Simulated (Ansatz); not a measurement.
Ag3Pt: response to strain

The reference is Ag₃Pt in the Cu3Au type structure (space group Pm-3m, No. 221; a = 4.0091 Å; relaxed with 0.1 eV smearing). Axes: x, y, z lie along the cube axes.

Strains are applied to the cell and any free atomic positions relax; under biaxial strain the out-of-plane vector relaxes too.

Method: plane-wave PAW DFT at the PBEsol level (Ansatz, a program for electronic structure, 420 eV), scalar-relativistic without spin-orbit coupling.

Notes on the quantities. energy relative to the base: free energy F; pressure: mean of the normal stresses, compression positive.

```json
[
 {"variant": "base", "energy relative to the base": "0 meV/atom", "volume per atom": "16.11 Å³", "pressure": "0.0 GPa", "space group": "Pm-3m (No. 221)"},
 {"variant": "biaxial strain −3.51 %, plane normal [110], relaxed out of plane", "energy relative to the base": "…", "volume per atom": "…", "pressure": "…", "space group": "Cmmm (No. 65)"},
 {"variant": "isotropic strain +3.87 %", "energy relative to the base": "+87 meV/atom", "volume per atom": "18.05 Å³", "pressure": "-12.6 GPa", "space group": "Pm-3m (No. 221)"},
 {"variant": "tensor shear ε_xy = −0.52 %", "energy relative to the base": "+0.3 meV/atom", "volume per atom": "16.11 Å³", "pressure": "0.0 GPa", "space group": "Cmmm (No. 65)"}
]
```

Complete the table.


- biaxial strain −3.51 %, plane normal [110], relaxed out of plane, energy relative to the base: +28 meV/atom
- biaxial strain −3.51 %, plane normal [110], relaxed out of plane, volume per atom: 15.69 Å³
- biaxial strain −3.51 %, plane normal [110], relaxed out of plane, pressure: 5.2 GPa

No phonon test of stability was made. The final runs are not spin-polarised.
